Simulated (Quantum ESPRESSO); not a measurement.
Worked example: self-consistent single point of CaGa₂ (P6/mmm, 3 atoms in the cell) in Quantum ESPRESSO.

Computed with PBEsol, PseudoDojo standard norm-conserving (PBESOL) pseudopotentials (plane waves; Quantum ESPRESSO).

The change in words: lattice scaled by 0.98. Reference geometry:
```xyz
3
Lattice="4.2389 0.0000 0.0000 -2.1194 3.6710 0.0000 0.0000 0.0000 4.4164" Properties=species:S:1:pos:R:3 pbc="T T T"
Ca     0.0000     0.0000     0.0000
Ga     0.0000     2.4473     2.2082
Ga     2.1194     1.2237     2.2082
```

Reference input (self-consistent single point, DFT, PBEsol, plane waves, PseudoDojo standard norm-conserving (PBESOL) pseudopotentials): ecutwfc = 80 Ry; occupations = smearing; smearing = fermi-dirac; degauss = 0.0073499 Ry; potentials = {Ca: Ca.upf, Ga: Ga.upf}; K_POINTS = automatic 7 7 6 0 0 0; conv_thr = 1e-10 Ry; mixing_beta = 0.7. This run's input differs from it in these lines:

```diff
@@ -10,4 +10,4 @@
     ibrav = 4
-    celldm(1) = 8.0102839972
-    celldm(3) = 1.041886324750
+    celldm(1) = 7.8500787244
+    celldm(3) = 1.041886318854
     nat = 3
@@ -28,4 +28,4 @@
 Ca    0.0000000000    0.0000000000    0.0000000000
-Ga    0.0000000000    2.4473068144    2.2082050000
-Ga    2.1194298721    1.2236534072    2.2082050000
+Ga    0.0000000000    2.3983608025    2.1640410000
+Ga    2.0770413824    1.1991804012    2.1640410000
 K_POINTS automatic
```

The program printed (abridged):

```
     Self-consistent Calculation

     iteration #  1     ecut=    80.00 Ry     beta= 0.70

     Threshold (ethr) on eigenvalues was too large:
     Diagonalizing with lowered threshold

     c_bands:  1 eigenvalues not converged

     total energy              =    -382.79463864 Ry
     estimated scf accuracy    <       0.03781241 Ry

     iteration #  2     ecut=    80.00 Ry     beta= 0.70

     total energy              =    -382.80136991 Ry
     estimated scf accuracy    <       0.00176363 Ry

     iteration #  3     ecut=    80.00 Ry     beta= 0.70
     c_bands:  1 eigenvalues not converged

     total energy              =    -382.80162221 Ry
     estimated scf accuracy    <       0.00015068 Ry

   [... 4 blocks of this kind left out ...]

     iteration #  8     ecut=    80.00 Ry     beta= 0.70

     total energy              =    -382.80166810 Ry
     estimated scf accuracy    <          1.8E-09 Ry

     iteration #  9     ecut=    80.00 Ry     beta= 0.70
     End of self-consistent calculation

     the Fermi energy is     9.4034 ev

!    total energy              =    -382.80166810 Ry
     estimated scf accuracy    <          6.1E-11 Ry
     smearing contrib. (-TS)   =      -0.00371299 Ry
     internal energy E=F+TS    =    -382.79795512 Ry

     convergence has been achieved in   9 iterations

     Forces acting on atoms (cartesian axes, Ry/au):

     atom    1 type  1   force =    -0.00000000   -0.00000000    0.00000000
   [... zero for the other atoms too ...]

     Total force =     0.000000     Total SCF correction =     0.000000

          total   stress  (Ry/bohr**3)                   (kbar)     P=       24.39
   0.00022827   0.00000000   0.00000000           33.58        0.00        0.00
   0.00000000   0.00022827  -0.00000000            0.00       33.58       -0.00
   0.00000000  -0.00000000   0.00004083            0.00       -0.00        6.01

   JOB DONE.
```

The run converged in 9 iterations. Against the reference run the free energy rises by 5.3 meV/atom and the pressure goes from -1.06 to 2.44 GPa.

The starting cell comes from a database of computed structures (which also holds hypothetical and non-ambient phases and stackings), without a prior relaxation at this level. For this run, on top of that: lattice scaled by 0.98.

Cost on one core of a shared machine: roughly 50 s.
